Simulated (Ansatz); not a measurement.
**MoS2 with two functionals, pressure 3 GPa**

The parent structure is MoS2 in the 2H-MoS2 type structure (space group P6_3/mmc, No. 194; a = 3.149 Å, c = 12.091 Å; layered, stacked along the Cartesian z axis).

(Cell as relaxed with PBE-D3(BJ).)

Levels (all Ansatz, a program for electronic structure, PAW, earlier PAW set): PBE-D3(BJ) (420 eV, no spin-orbit coupling); PBEsol-D3(BJ) (420 eV, scalar-relativistic without spin-orbit coupling).

Each level relaxes its own structure.

| base | PBE-D3(BJ) | PBEsol-D3(BJ) |
|---|---|---|
| volume per atom | 17.31 Å³ | 16.34 Å³ |
| lattice parameter a | 5.952 bohr | 5.875 bohr |
| band gap | 0.78 eV | 0.52 eV |

It is then changed as follows: a hydrostatic pressure of 3 GPa.

```tsv
quantity	PBE-D3(BJ)	PBEsol-D3(BJ)
valence-band top at Γ (three highest levels, from the VBM)	0.00, -0.94, -1.52 eV	[?]
band gap	0.57 eV	[?]
shortest interatomic distance	4.516 bohr	[?]
```

**Question.** Predict the PBEsol-D3(BJ) column.

**Answer.** 
- valence-band top at Γ (three highest levels, from the VBM), PBEsol-D3(BJ): 0.00, -0.84, -1.80 eV
- band gap, PBEsol-D3(BJ): 0.36 eV
- shortest interatomic distance, PBEsol-D3(BJ): 4.482 bohr

PBE-D3(BJ)'s band gap lies 0.216 eV above PBEsol-D3(BJ)'s; PBE-D3(BJ)'s shortest interatomic distance lies 0.034 bohr above PBEsol-D3(BJ)'s (0.8 %). Neither level is exact; PBEsol-D3(BJ) is the comparison here, not a measurement.

Load acts through the strain it causes; cell and atoms are relaxed under it. Stability against distortions was not tested.
